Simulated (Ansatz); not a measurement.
# TiAl: uniaxial strain ε_xx = +3.00 %

Consider TiAl (space group P4/mmm, No. 123; a = 2.766 Å, c = 4.002 Å; relaxed with 0.1 eV smearing). Axes: x, y, z lie along a, b, c of the conventional cell.

Modification: the cell is stretched by 3.00 % along x with no lateral relaxation, atoms relaxed at fixed cell.

The values are results of Kohn–Sham DFT with the LDA functional, run in Ansatz (an electronic-structure program) with PAW and 420 eV plane waves, no spin-orbit coupling, not measurements. Γ-centred 21×21×15 mesh, Fermi–Dirac width 0.1 eV.

The volume per atom goes up by 0.46 Å³ (15.31 Å³ → 15.77 Å³) and the space group becomes Pmmm (No. 47) (base: P4/mmm (No. 123)). The shortest interatomic distance remains 2.766 Å and the energy grows by 8.5 meV/atom. The band gap remains zero and the stress (xx, yy, zz, yz, xz, xy; compression positive) amounts to (-5.7, -1.9, -2.8, 0.0, 0.0, 0.0) GPa.

Final structure:

```yaml
crystal:
  lattice:
    - [2.84915, 0.00000, 0.00000]
    - [0.00000, 2.76616, 0.00000]
    - [0.00000, 0.00000, 4.00209]
  atoms:
    - { symbol: Ti, position: [0.00000, 0.00000, 0.00000] }
    - { symbol: Al, position: [0.50000, 0.50000, 0.50000] }
```

Whether these cells are dynamically stable was not tested. The final runs are not spin-polarised.
